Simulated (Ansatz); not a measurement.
## HgS under a change: tensor shear ε_xy = +0.57 %

The reference is HgS in the zinc blende structure (space group F-43m, No. 216; a = 5.8759 Å). Axes: x, y, z lie along the cube axes.

Modification: tensor shear ε_xy = +0.57 % (engineering shear γ = 0.0114), atoms relaxed at fixed cell.

Method: PBEsol (Ansatz, a first-principles code), no spin-orbit coupling. Γ-centred 10×10×10 mesh, Fermi–Dirac width 0.05 eV.

```tsv
quantity	base	changed	shift
volume per atom	25.36 Å³	25.36 Å³	0.00 Å³
space group	F-43m (No. 216)	Imm2 (No. 44)	–
energy relative to the base (free energy F)	0 meV/atom	+0.3 meV/atom	+0.3 meV/atom
pressure (mean of the normal stresses, compression positive)	0.0 GPa	0.0 GPa	0.0 GPa
band gap	zero	zero	–
valley order (the lowest conduction-band minima on the path, energy above the VBM, named in the base's zone)	–	Γ 0.01 eV; L along [1-11] 1.46 eV	–
stress (xx, yy, zz, yz, xz, xy; compression positive) (rough)	–	(0.0, 0.0, 0.0, 0.0, 0.0, -0.3) GPa	–
```

Final structure:

```yaml
crystal:
  lattice:
    - [0.01675, 2.93793, 2.93793]
    - [2.93793, 0.01675, 2.93793]
    - [2.95468, 2.95468, 0.00000]
  atoms:
    - { symbol: Hg, position: [0.00157, 0.00157, 0.99843] }
    - { symbol: S, position: [0.24843, 0.24843, 0.25157] }
```

Cost of the whole job for the changed cell (relaxation, final SCF and bands): very roughly 15 core-seconds.

Without a gap, meshes like the base's 10×10×10 leave anisotropic stresses uncertain by several tenths of a GPa, and small strain energies with them. Spin-orbit coupling, missing from the scalar runs, can matter with Hg. The cells carry an imposed strain or load. No phonon test of stability was made. All final runs are without spin polarisation. Gaps under 0.05 eV, about the width of the smearing, are given as zero. The zero or small gap of HgS can change with the level of theory.
